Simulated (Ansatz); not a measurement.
Amorphous cells of 8 compositions: the gap between the highest filled and lowest empty level at the zone centre, by PBE and by a single point of HSE06 on the same geometry (PBE, scalar-relativistic without spin-orbit coupling (plane waves to 420 eV, PAW; Ansatz, a first-principles code); exact exchange cut at the cells' faces). The networks come from melt-quench runs on the CHGNet potential at compositions and starting densities chosen by hand, with anions pushed apart in the CHGNet dynamics, and DFT then relaxed them. The cells are small and were quenched far faster than real films, so single cells scatter. Defect or tail levels can set these gaps. The rows are the first to finish with both values and no moments.

```csv
cell,PBE gap x (eV),HSE06 gap y (eV)
"A (Ga24O39In2, 5.05 g/cm3)",1.31,2.95
"B (Ga24O39Mo, 4.89 g/cm3)",1.36,2.66
"C (Ga24O41P2, 4.69 g/cm3)",1.51,3.18
"D (Ga24O39Al2, 4.86 g/cm3)",1.65,3.32
"E (Ga24O39Y2, 5.01 g/cm3)",1.77,3.47
"F (Ga24O39Lu2, 5.38 g/cm3)",1.81,3.49
"G (Ga24O39B2, 4.76 g/cm3)",1.81,withheld
"H (Ga24O39La2, 5.16 g/cm3)",1.98,3.54
```

Problem. Fit a straight line through the 7 full rows and predict the withheld value for G (Ga24O39B2, 4.76 g/cm3).

Solution. Means: x = 1.627, y = 3.230. Slope = Σ(Δx Δy) / Σ(Δx²) = 0.4402 / 0.3645 = 1.21; the r.m.s. residual is 0.122. Prediction: 3.230 + 1.21 × (1.81 − 1.627) = 3.45. The run gave 3.57, 0.12 above the line.
